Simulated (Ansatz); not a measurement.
Consider YN in the rock salt structure (space group Fm-3m, No. 225).

```xyz
2
Lattice="0.0000 2.4478 2.4478 2.4478 0.0000 2.4478 2.4478 2.4478 0.0000" Properties=species:S:1:pos:R:3 pbc="T T T"
Y      0.0000     0.0000     0.0000
N      2.4478     2.4478     2.4478
```

Calculations: r2SCAN (Ansatz, an electronic-structure program), no spin-orbit coupling.

For the base:

- Volume per atom: 14.67 Å³
- Band gap: 0.58 eV

Now apply this change: a negative pressure, −2 GPa.

Question: Predict the new volume per atom and band gap.

Answer: The volume per atom rises by 0.18 Å³ (14.67 Å³ → 14.85 Å³); the band gap rises by 0.02 eV (0.58 eV → 0.60 eV).

Load acts through the strain it causes; cell and atoms are relaxed under it. Whether these cells are dynamically stable was not tested.
